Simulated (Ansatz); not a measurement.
Partial pair distribution functions of a relaxed model of amorphous B20Te30, broadened by 0.06 Å; density 5.77 g/cm³. Level of theory: PBE-D3(BJ), scalar-relativistic without spin-orbit coupling, PAW (Ansatz default set, large-core Te) (plane waves to 420 eV; Ansatz, a first-principles code).

A CHGNet melt-quench gave the starting glass, which DFT then relaxed. The hot cell started wider than the set density and was brought back towards it in steps. It is the lowest in DFT energy of 2 quenches. It is a model cell: composition and starting density were chosen by hand, and all elements were melted together. The geometry includes D3(BJ) dispersion. Its density started from a set value of 5.35 and ended at 5.77 g/cm³. Cooling (nominally 120 K/ps over its main leg) ran many orders faster than in experiment, which tends to leave more defects and strain. One small periodic cell is one sample of the glass; other quenches scatter about these values. The volume was free in the relaxation, at fixed shape. Stress components on the final sampling reach 0.5 GPa. On a 2×2×2 Γ-centred mesh force components of up to 0.41 eV/Å stay, since the relaxation ran on one k-point at (1/4, 1/4, 1/4).

```
r (Å)  g B-B  g Te-Te
-----  -----  -------
1.45    0.00     0.00
1.55    0.54     0.00
1.65    8.61     0.00
1.75   23.85     0.00
1.85   10.97     0.00
1.95    0.92     0.00
2.05    0.02     0.00
2.15    0.00     0.00
2.25    0.00     0.00
2.35    0.00     0.00
2.45    0.00     0.00
2.55    0.00     0.00
2.65    0.01     0.02
2.75    0.85     0.39
2.85    4.44     1.10
2.95    3.75     1.46
3.05    1.78     1.23
3.15    0.78     0.93
3.25    0.34     1.19
3.35    0.58     1.51
3.45    0.88     1.61
3.55    0.70     1.70
3.65    0.63     1.70
3.75    0.27     1.75
3.85    0.37     1.79
3.95    0.12     1.61
4.05    0.18     1.38
4.15    0.28     1.32
4.25    0.43     0.97
4.35    0.43     0.74
4.45    0.79     0.99
4.55    0.93     1.08
4.65    0.75     0.91
4.75    0.78     0.66
4.85    0.32     0.79
4.95    0.48     0.48
5.05    0.64     0.42
5.15    0.70     0.56
5.25    0.48     0.96
```

Within 2.06 Å each B has 3.00 B neighbours on average.
